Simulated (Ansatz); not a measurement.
Consider MgS in the rock salt structure (space group Fm-3m, No. 225; a = 5.230 Å).

(Cell as relaxed with PBE.)

Levels (all Ansatz, a first-principles code, PAW): PBE (420 eV, spin-orbit coupling left out); PBEsol (420 eV, no spin-orbit coupling).

Each level relaxes its own structure.

| base | PBE | PBEsol |
|---|---|---|
| volume per atom | 17.88 Å³ | 17.39 Å³ |
| lattice parameter a | 5.230 Å | 5.182 Å |
| band gap | 2.76 eV | 2.73 eV |

It is then changed as follows: the cell is scaled by 1.0106 in all directions, atoms relaxed at fixed cell.

```json
[
 {"quantity": "electron mass", "PBE": "0.54 mₑ along k, 0.30 mₑ across (at X)", "PBEsol": "0.52 mₑ along k, 0.29 mₑ across (at X)"},
 {"quantity": "pressure", "PBE": "-21.9 kbar", "PBEsol": "-23.2 kbar"},
 {"quantity": "hole mass (degenerate bands, along [100])", "PBE": "0.24, 1.0, 1.0 mₑ (at Γ)", "PBEsol": "0.24, 0.95, 0.95 mₑ (at Γ)"},
 {"quantity": "band gap", "PBE": "2.69 eV", "PBEsol": "2.66 eV"}
]
```

PBE's pressure lies 1.24 kbar above PBEsol's; PBE's band gap lies 0.03 eV above PBEsol's. Neither level is exact; PBEsol is the comparison here, not a measurement.

The cells carry an imposed strain or load. Masses are band curvatures over ±0.01 Å⁻¹ around the edge. Along k means along the line from Γ to the band edge. Whether these cells are dynamically stable was not tested.
